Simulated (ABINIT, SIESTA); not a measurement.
A SIESTA input for a self-consistent single point of MnBr2 (P-3m1, 3 atoms in the cell) (DFT, LDA PW92, numerical atomic orbitals DZP, PseudoDojo LDA standard norm-conserving potentials (rewritten from UPF to PSML)):

```
# files in the folder: Mn.psml Br.psml (PseudoDojo LDA standard)
SystemName  MnBr2
SystemLabel siesta

NumberOfAtoms                3
NumberOfSpecies              2
%block ChemicalSpeciesLabel
  1 25 Mn
  2 35 Br
%endblock ChemicalSpeciesLabel
LatticeConstant              3.909360 Ang
%block LatticeVectors
     1.000000000    0.000000000    0.000000000
    -0.500000000    0.866025385    0.000000000
     0.000000000    0.000000000    1.674690486
%endblock LatticeVectors
AtomicCoordinatesFormat      Fractional
%block AtomicCoordinatesAndAtomicSpecies
     0.000000000    0.000000000    0.000000000  1
     0.333333000    0.666667000    0.232130000  2
     0.666667000    0.333333000    0.767870000  2
%endblock AtomicCoordinatesAndAtomicSpecies

XC.functional                LDA
XC.authors                   PW92
PAO.BasisSize                DZP
PAO.EnergyShift              0.01 Ry
MeshCutoff                   300 Ry
%block kgrid.MonkhorstPack
    6   0   0  0.0
    0   6   0  0.0
    0   0   3  0.0
%endblock kgrid.MonkhorstPack
OccupationFunction           FD
ElectronicTemperature        580.23 K
Spin                         polarized
%block DM.InitSpin
  1 +4.00
  2 +0.00
  3 +0.00
%endblock DM.InitSpin

MaxSCFIterations             150
SCF.Mixer.Method             Broyden
SCF.Mixer.Weight             0.1
SCF.Mixer.History            6
SCF.DM.Tolerance             1.0E-04
Diag.ParallelOverK           true
WriteForces                  true
Charge.Mulliken              end
```

Problem. Translate this input to ABINIT.

Solution. This is the input that was run; spellings and numerical settings could be chosen otherwise.

```
# MnBr2, PseudoDojo nc-sr-04 LDA standard
pp_dirpath "./"
pseudos "Mn.upf, Br.upf"
acell 3.9093599581 3.9093599581 6.5469680000 Angstrom
rprim
         1.0000000000    0.0000000025    0.0000000000
        -0.5000000022    0.8660254025    0.0000000000
         0.0000000000    0.0000000000    1.0000000000
natom 3
ntypat 2
znucl 25 35
typat 1 2 2
xred
         0.0000000000    0.0000000000    0.0000000000
         0.3333333333    0.6666666667    0.2321300000
         0.6666666667    0.3333333333    0.7678700000
ecut 48
ixc 7
nsppol 2
spinat
      0 0 4
      0 0 0
      0 0 0
occopt 3
tsmear 0.00183747
nband 23
kptopt 1
ngkpt 6 6 3
nshiftk 1
shiftk 0 0 0
nstep 100
tolvrs 1.0e-10
prtwf 0
prtden 0
prtvol 1
enunit 1
```

Basis, cutoffs, solver keys and any potentials are the target program's own. This input uses DFT, LDA (PW92), plane waves, norm-conserving pseudopotentials (PseudoDojo nc-sr-04 LDA standard). LDA parametrisations can differ slightly between programs.

The starting cell comes from a database of computed structures (which also holds hypothetical and non-ambient phases and stackings), without a prior relaxation at this level. Its lattice was rescaled by a random factor within 2.5 % of one.
